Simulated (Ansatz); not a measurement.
InAs under a change: biaxial strain +0.50 %, plane normal [001], relaxed out of plane

Base system: InAs in the zinc blende structure (space group F-43m, No. 216; a = 6.110 Å). Axes: x, y, z lie along the cube axes.

The change: biaxial strain +0.50 %, plane normal [001], relaxed out of plane (Cartesian); in-plane vectors clamped, the third vector and the atoms free.

Level of theory: Ansatz (a program for electronic structure) r2SCAN, no spin-orbit coupling. Γ-centred 9×9×9 mesh, Fermi–Dirac width 0.05 eV.

- Volume per atom: 28.63 Å³ (base 28.51 Å³)
- Space group: I-4m2 (No. 119) (base F-43m (No. 216))
- Shortest interatomic distance: 2.650 Å (base 2.646 Å)
- Energy relative to the base (free energy F): +0.3 meV/atom
- Pressure (mean of the normal stresses, compression positive): -0.3 GPa (base 0.0 GPa)
- Band gap: zero (base 0.08 eV)
- Valley order (the lowest conduction-band minima on the path, energy above the VBM, named in the base's zone): Γ 0.02 eV; L along [1-1-1] 1.20 eV (base Γ 0.08 eV; L along ⟨111⟩ 1.25 eV)
- Out-of-plane strain: -0.55 % (rough)
- Mean in-plane stress (compression positive): -0.4 GPa (rough)

Without a gap, meshes like the base's 9×9×9 leave anisotropic stresses uncertain by several tenths of a GPa, and small strain energies with them. No phonon test of stability was made. All final runs are without spin polarisation. Gaps under 0.05 eV, about the width of the smearing, are given as zero. The zero or small gap of InAs can change with the level of theory.
